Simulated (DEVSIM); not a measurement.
Device: Ru/Al2O3/n-Ge capacitor, at 250 K.

| layer (left to right) | material | thickness (nm) | Nd (cm⁻³) |
|---|---|---|---|
| 1 | Al2O3 | 7.70 | - |
| 2 | Ge | 600 | 9.7e17 |

Metal gate on the left, work function 4.7 eV. Fixed charge at the semiconductor interface -3.5e11 cm⁻² (in units of +e); no interface traps.

Constants are typed, rounded textbook-type inputs, not results; the design itself was drawn at random and stands for no fabricated device. Values at 300 K; Nc and Nv go as T^1.5, mobilities as T to minus their exponent, the gap by Varshni's rule with the affinity fixed.

```csv
parameter,Al2O3,Ge
gap (eV),6.8,0.664
affinity (eV),1.35,4
permittivity,9,16
Nc (cm⁻³),-,1.04e19
Nv (cm⁻³),-,6e18
Varshni α (eV/K),-,0.000477
Varshni β (K),-,235
```

Simulated with DEVSIM: 1D Poisson equation in equilibrium, Boltzmann statistics, complete ionisation; no quantum confinement or tunnelling. Metal contacts follow the ideal Schottky-Mott rule: no Fermi-level pinning, no interface dipoles.

Base results: capacitance of the dielectric stack (μF/cm²) 1.03; flat-band voltage (V) 0.71; minimum of the low-frequency capacitance (μF/cm²) 0.331.

What follows from this one change: gate work function 4.7 → 4.4 eV?

capacitance of the dielectric stack little changed (1.03 μF/cm²); flat-band voltage 0.71 → 0.41 V; minimum of the low-frequency capacitance little changed (0.331 μF/cm²).

What follows from this one change: substrate doping 9.7e+17 → 4.8e+16 cm^-3?

capacitance of the dielectric stack little changed (1.03 μF/cm²); flat-band voltage 0.71 → 0.64 V; minimum of the low-frequency capacitance 0.331 → 0.113 μF/cm².

What follows from this one change: fixed charge -3.5e+11 → 8.05e+11 cm^-2?

capacitance of the dielectric stack little changed (1.03 μF/cm²); flat-band voltage 0.71 → 0.53 V; minimum of the low-frequency capacitance little changed (0.331 μF/cm²).
